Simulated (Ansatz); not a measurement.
# What isotropic strain +3.00 % does to Mg2Ge

Take Mg₂Ge in the anti-fluorite structure (space group Fm-3m, No. 225; a = 6.421 Å) as the base.

Perturbation: every lattice vector is stretched by 3.00 %; the atoms relax in the strained cell.

All numbers come from PBE (Ansatz, an electronic-structure program; PAW; 420 eV plane waves; scalar-relativistic without spin-orbit coupling). Settings: 9×9×9 k-points, 0.05 eV Fermi–Dirac smearing.

Volume per atom: 24.11 Å³ (base 22.06 Å³)
Space group: Fm-3m (No. 225) (base Fm-3m (No. 225))
Shortest interatomic distance: 2.864 Å (base 2.780 Å)
Energy relative to the base (free energy F): +25 meV/atom
Band gap: 0.24 eV (base 0.17 eV)
Gap character: indirect, Γ → X (base indirect, Γ → X)
Smallest direct gap: 0.47 eV (base 0.95 eV)
Mean gap deformation potential ΔEg/Δln V: +0.8 eV
Width of the top valence band: 2.46 eV (base 2.65 eV)
Electron mass: 0.55 mₑ along k, 0.20 mₑ across (at X) (base 0.55 mₑ along k, 0.19 mₑ across (at X))
Valley order (the lowest conduction-band minima on the path, energy above the VBM, named in the base's zone): X along ⟨100⟩ 0.24 eV; Γ 0.47 eV; L along ⟨111⟩ 0.58 eV (base X along ⟨100⟩ 0.17 eV; L along ⟨111⟩ 0.94 eV; Γ 0.95 eV)

Final structure:

```
CELL_PARAMETERS angstrom
      0.00000     3.30694     3.30694
      3.30694     0.00000     3.30694
      3.30694     3.30694     0.00000
ATOMIC_POSITIONS crystal
  Mg 0.25000 0.25000 0.25000
  Mg 0.75000 0.75000 0.75000
  Ge 0.00000 0.00000 0.00000
```

Cost of the whole job for the changed cell (relaxation, final SCF and bands): about 16 core-seconds (a rough figure).

Masses are band curvatures over ±0.01 Å⁻¹ around the edge. Along k means along the line from Γ to the band edge. Stability against distortions was not tested. The zero or small gap of Mg2Ge can change with the level of theory.
